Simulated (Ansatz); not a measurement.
Results of rVV10 (PAW; Ansatz, an electronic-structure program) for rock-salt TbN.

Settings: plane-wave cutoff 520 eV, 20×20×20 k mesh, Fermi–Dirac smearing 0.05 eV, spin-polarised with parallel moments, scalar-relativistic PAW data made under PBE.

Cell (relaxed at this level):

```
TbN
1.0
    0.00000     2.46792     2.46792
    2.46792     0.00000     2.46792
    2.46792     2.46792     0.00000
Tb N
1 1
Direct
  0.00000   0.00000   0.00000
  0.50000   0.50000   0.50000
```
Starting moments (μB, in the order of the record's atoms Tb N): 6.0 0.0.

**Question.** Give the computed bulk modulus B0 and pressure derivative B′ of the bulk modulus.

**Answer.** 
* **bulk modulus B0**: 143 GPa
* **pressure derivative B′ of the bulk modulus**: 4.1

The run finds no gap.

Note: the magnetic order was assumed, not searched for or taken from measurement; the 4f shell is treated without U or exact exchange, so its levels and filling can be wrong.

Spin–orbit coupling is not included; it can open a gap where bands touch, and shift volumes and moduli.

Computed values are for the static lattice.

Computing time: about 7 core-minutes (a rough figure).
